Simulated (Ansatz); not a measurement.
MgTe: response to strain

Take MgTe in the zinc blende structure (space group F-43m, No. 216; a = 6.368 Å) as the base. Axes: x, y, z lie along the cube axes.

Strains are applied to the cell and any free atomic positions relax; under biaxial strain the out-of-plane vector relaxes too.

Calculations: LDA (Ansatz, a program for electronic structure; PAW; 420 eV plane waves; no SOC).

Notes on the quantities. energy relative to the base: free energy F; in-plane stress: mean in-plane stress (compression positive).

| change | energy relative to the base | ratio −ε⊥/ε∥ | in-plane stress |
|---|---|---|---|
| base | 0 meV/atom | – | – |
| biaxial strain −3.00 %, plane normal [001], relaxed out of plane | ___ | ___ | ___ |
| biaxial strain −2.50 %, plane normal [001], relaxed out of plane | +4.7 meV/atom | 1.35 | +1.0 GPa |
| biaxial strain −2.00 %, plane normal [001], relaxed out of plane | +3.0 meV/atom | 1.36 | +0.8 GPa |
| biaxial strain −1.00 %, plane normal [001], relaxed out of plane | +0.7 meV/atom | 1.39 | +0.4 GPa |
| biaxial strain −0.50 %, plane normal [001], relaxed out of plane | +0.2 meV/atom | – | +0.2 GPa |
| biaxial strain +0.50 %, plane normal [001], relaxed out of plane | +0.2 meV/atom | – | -0.2 GPa |
| biaxial strain +1.50 %, plane normal [001], relaxed out of plane | +1.5 meV/atom | 1.43 | -0.5 GPa |
| biaxial strain +2.00 %, plane normal [001], relaxed out of plane | +2.6 meV/atom | 1.45 | -0.6 GPa |
| biaxial strain +3.00 %, plane normal [001], relaxed out of plane | +5.7 meV/atom | 1.48 | -0.9 GPa |

Question: What belongs in the blanks?

Answer: 
- biaxial strain −3.00 %, plane normal [001], relaxed out of plane, energy relative to the base: +6.9 meV/atom
- biaxial strain −3.00 %, plane normal [001], relaxed out of plane, ratio −ε⊥/ε∥: 1.34
- biaxial strain −3.00 %, plane normal [001], relaxed out of plane, in-plane stress: +1.2 GPa

Stability against distortions was not tested.
